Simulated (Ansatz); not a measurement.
**How far PBE and r2SCAN part for GaN, Ga → Al**

The parent structure is GaN in the wurtzite structure (space group P6_3mc, No. 186; a = 3.218 Å, c = 5.243 Å).

(Cell as relaxed with PBE.)

Levels (all Ansatz, a quantum-chemistry and plane-wave program, PAW): PBE (420 eV, without spin-orbit coupling); r2SCAN (500 eV, scalar-relativistic without spin-orbit coupling).

Each level relaxes its own structure.

```tsv
base	PBE	r2SCAN
volume per atom	11.76 Å³	11.37 Å³
lattice parameter a	3.218 Å	3.183 Å
band gap	1.71 eV	2.35 eV
```

Modification: every Ga is replaced by Al, then cell and atoms are relaxed.

| quantity | PBE | r2SCAN |
|---|---|---|
| shift of the gap caused by the change | +2.32 eV | ___ |
| valence-band top at Γ (three highest levels, from the VBM) | 0.00, -0.20, -0.20 eV | ___ |
| volume per atom | 10.65 Å³ | ___ |

**Question.** Predict the r2SCAN column.

**Answer.** 
- shift of the gap caused by the change, r2SCAN: +2.53 eV
- valence-band top at Γ (three highest levels, from the VBM), r2SCAN: 0.00, -0.22, -0.22 eV
- volume per atom, r2SCAN: 10.40 Å³

PBE's shift of the gap caused by the change lies 0.21 eV below r2SCAN's; PBE's volume per atom lies 0.242 Å³ above r2SCAN's (2.3 %). Neither level is exact; r2SCAN is the comparison here, not a measurement.

Stability against distortions was not tested.
